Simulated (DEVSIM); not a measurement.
Device: Mo/Al2O3/p-Ge capacitor, at 300 K.

| layer (left to right) | material | thickness (nm) | Na (cm⁻³) |
|---|---|---|---|
| 1 | Al2O3 | 3.70 | - |
| 2 | Ge | 7600 | 6.1e15 |

Metal gate on the left, work function 4.6 eV. Fixed charge at the semiconductor interface 1.38e12 cm⁻² (in units of +e); no interface traps.

The device is made up for the run: typed textbook-type constants, with dimensions and the other settings drawn at random. Values at 300 K.

| parameter | Al2O3 | Ge |
|---|---|---|
| gap (eV) | 6.8 | 0.664 |
| affinity (eV) | 1.35 | 4 |
| permittivity | 9 | 16 |
| Nc (cm⁻³) | - | 1.04e19 |
| Nv (cm⁻³) | - | 6e18 |

DEVSIM, 1D Poisson equation in equilibrium, Boltzmann statistics, complete ionisation; no quantum confinement or tunnelling. Metal contacts follow the ideal Schottky-Mott rule: no Fermi-level pinning, no interface dipoles.

Tabulate band edges, carrier densities and field at 0.35 V on the gate.

Energies count from the Fermi level of the right contact; mesh points crowd at the junctions.

```tsv
x (μm)	Ec (eV)	Ev (eV)	n (cm⁻³)	p (cm⁻³)	field (V/cm)
0.000	2.900	-3.900	< 1e2	< 1e2	-240000
0.001106	2.874	-3.926	< 1e2	< 1e2	-240000
0.002489	2.841	-3.959	< 1e2	< 1e2	-240000
0.003622	2.814	-3.986	< 1e2	< 1e2	-240000
0.005747	0.167	-0.497	1.6e16	2.7e10	22000
0.009774	0.176	-0.488	1.1e16	3.8e10	21000
0.01886	0.195	-0.469	5.6e15	7.9e10	20000
0.05081	0.253	-0.411	5.8e14	7.6e11	17000
0.1114	0.343	-0.321	1.8e13	2.4e13	13000
0.2481	0.455	-0.209	2.3e11	1.9e15	4200
0.5564	0.486	-0.178	7.2e10	6.0e15	40
1.641	0.486	-0.178	7.2e10	6.1e15	≈ 0
3.698	0.486	-0.178	7.2e10	6.1e15	≈ 0
5.862	0.486	-0.178	7.2e10	6.1e15	≈ 0
7.016	0.486	-0.178	7.2e10	6.1e15	≈ 0
7.344	0.486	-0.178	7.2e10	6.1e15	≈ 0
7.489	0.486	-0.178	7.2e10	6.1e15	≈ 0
7.553	0.486	-0.178	7.2e10	6.1e15	≈ 0
7.588	0.486	-0.178	7.2e10	6.1e15	≈ 0
7.597	0.486	-0.178	7.2e10	6.1e15	≈ 0
7.601	0.486	-0.178	7.2e10	6.1e15	≈ 0
7.604	0.486	-0.178	7.2e10	6.1e15	≈ 0
```
